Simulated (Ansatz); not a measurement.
Calculation: PBE (plane waves to 420 eV, PAW; Ansatz, a program for electronic structure).

Planar average of the electrostatic potential across the slab, in eV from the Fermi level, for the (11-21) surface of hcp Os in its 1x1 cell, outermost plane spacing 0.66 Å in the ideal cut:

```csv
z (Å),V (eV)
4.04,4.67
4.33,4.67
4.62,4.67
4.91,4.67
5.20,4.66
5.49,4.65
5.78,4.63
6.07,4.58
6.36,4.47
6.64,4.24
6.93,3.76
7.22,2.72
7.51,0.36
7.80,-3.15
8.09,-7.29
8.38,-10.96
8.67,-13.57
8.96,-14.40
9.24,-14.24
9.53,-13.74
9.82,-12.86
10.11,-12.45
10.40,-12.13
10.69,-12.38
10.98,-12.49
11.27,-12.92
11.56,-12.94
11.84,-12.99
12.13,-13.00
12.42,-12.73
12.71,-12.75
13.00,-12.51
13.29,-12.75
13.58,-12.73
13.87,-13.00
14.16,-12.99
14.44,-12.94
14.73,-12.92
15.02,-12.49
15.31,-12.38
15.60,-12.13
15.89,-12.45
16.18,-12.86
16.47,-13.74
16.76,-14.24
17.04,-14.40
17.33,-13.57
17.62,-10.96
17.91,-7.29
18.20,-3.15
18.49,0.36
18.78,2.72
19.07,3.76
19.36,4.24
19.64,4.47
19.93,4.58
20.22,4.63
20.51,4.65
20.80,4.66
21.09,4.67
21.38,4.67
21.67,4.67
21.96,4.67
```

Model: 16-atom slab, 9.8 Å thick at the start (thin: gaps and levels are the slab's own), 9x8x1 mesh, Fermi-Dirac 0.1 eV, dipole correction, all atoms relaxed; held to the start's symmetry, so lower structures may exist; no spin, no spin-orbit, no U.

The vacuum level lies 4.68 eV above the Fermi level over the top face and 4.68 eV above it under the bottom face.
